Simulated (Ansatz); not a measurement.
System: L1₂ (Cu3Au-type) Al3Sc. Method: PBE-D4 in Ansatz (plane waves, PAW).

Input:

Ansatz 0.2 input:
```yaml
crystal:
  lattice:
    - [4.0579717199, 0.0, 0.0]
    - [0.0, 4.0579717199, 0.0]
    - [0.0, 0.0, 4.0579717199]
  atoms:
    - { symbol: Sc, position: [0.0, 0.0, 0.0] }
    - { symbol: Al, position: [0.0, 0.5, 0.5] }
    - { symbol: Al, position: [0.5, 0.0, 0.5] }
    - { symbol: Al, position: [0.5, 0.5, 0.0] }
basis:
  ecutwfc: 520
  ecutrho_ratio: 4
  xc_grid: 2
kpoints:
  mp_grid: { grid: [14, 14, 14] }
hamiltonian:
  xc: pbe
  dispersion: d4
  pseudopotentials: { kind: paw }
scf:
  occupations: { method: fermi_dirac, width: 0.05 }
  convergence: { dr2_threshold: 0.0000000004 }
output:
  forces: true
  stress: true
  eigenvalues: true
```

Excerpt of the program's output:

```
Crystal: 4 atoms, lattice volume = 66.823 Å³
Basis set: ecut = 520 eV, 1791 PW (Γ), exchange–correlation on 64×64×64 points (8 copies of the dense FFT grid, shifted against one another)
Bands: 14, of which v1, the nominal top of the filled ones, is band 10 counted from 1 (9 counted from 0)
Symmetry: 48 space group operations
Space group: Pm-3m (ITA 221), of the structure as read, at distance tolerance 4.1e-5 Å
k-points: 120 of 2744
Functional: x = pbe(κ = 0.804, μ = 0.2195149727645171), c = pbe(β = 0.06672455060314922)
SCF iter   1: F=—  HF=-3751.524494 eV  |F-HF|=—  |Δ(HF+E_count)|=         —  Δρ=2.66e-3  dr2=1.40e-2
SCF iter   2: F=—  HF=-3751.521862 eV  |F-HF|=—  |Δ(HF+E_count)|=   2.63e-3  Δρ=1.41e-3  dr2=3.20e-3
  ...
SCF iter   6: F=—  HF=-3751.520852 eV  |F-HF|=—  |Δ(HF+E_count)|=   3.65e-7  Δρ=2.39e-6  dr2=2.60e-9
SCF iter   7: F=-3751.520852 eV  HF=-3751.520852 eV  |F-HF|=1.51e-10  |Δ(HF+E_count)|=  9.34e-10  Δρ=4.57e-7  dr2=1.96e-10
SCF 1 converged in 7 iterations: F = -3751.520852 eV  dr2 = 1.96e-10
SCF converged after 7 iterations
Free energy (F): -3751.520852 eV
Internal energy: -3751.510648 eV  (E = F + TS)
E sigma→0 (E₀):  -3751.515750 eV
Fermi energy:    9.509791 eV
--- Forces (eV/Å), atoms counted from 1 ---
  atom   1  Sc    -0.00000000     0.00000000     0.00000000
  atom   2  Al     0.00000000     0.00000000    -0.00000000
  atom   3  Al    -0.00000000    -0.00000000    -0.00000000
  atom   4  Al     0.00000000     0.00000000     0.00000000
--- Stress (GPa, compression-positive) ---
       -0.000103      -0.000000       0.000000
       -0.000000      -0.000103       0.000000
        0.000000       0.000000      -0.000103
  P = ⅓ Tr σ = -0.0001 GPa (-0.001 kbar)
```

Computing time: very roughly 11 core-seconds.

Ansatz is a program for electronic structure.
